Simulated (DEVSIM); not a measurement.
Structure: TaN/SiO2/p-GaAs capacitor, at 400 K.

Layer 1 from the left is SiO2, thickness (nm) 12.0. Layer 2 from the left is GaAs, thickness (nm) 12000, Na (cm⁻³) 2.9e15.

Metal gate on the left, work function 4.4 eV. Fixed charge at the semiconductor interface 8.6e10 cm⁻² (in units of +e); no interface traps.

This is a model device: material constants are rounded textbook-type values typed into the input, and sizes, dopings and lifetimes were drawn at random. Values at 300 K; Nc and Nv go as T^1.5, mobilities as T to minus their exponent, the gap by Varshni's rule with the affinity fixed.

SiO2: gap (eV) 9, affinity (eV) 0.9, permittivity 3.9. GaAs: gap (eV) 1.424, affinity (eV) 4.07, permittivity 12.9, Nc (cm⁻³) 4.7e17, Nv (cm⁻³) 9e18, Varshni α (eV/K) 0.000541, Varshni β (K) 204.

Task: Estimate by hand the flat-band voltage, the threshold voltage, and compare with a numerical solution.

Result: 
- Flat-band voltage: C = 0.288 μF/cm², work-function difference -0.755 V; VFB = φms − qNf/C = -0.80 V; numerical -0.80 V.
- Threshold voltage: φF = 0.448 V, depletion charge √(4εqNφF) = 3.08e-8 C/cm²; VT = VFB + 2φF + Qd/C = 0.20 V; numerical 0.20 V.

Simulated with DEVSIM: 1D Poisson equation in equilibrium, Boltzmann statistics, complete ionisation; no quantum confinement or tunnelling. Metal contacts follow the ideal Schottky-Mott rule: no Fermi-level pinning, no interface dipoles.
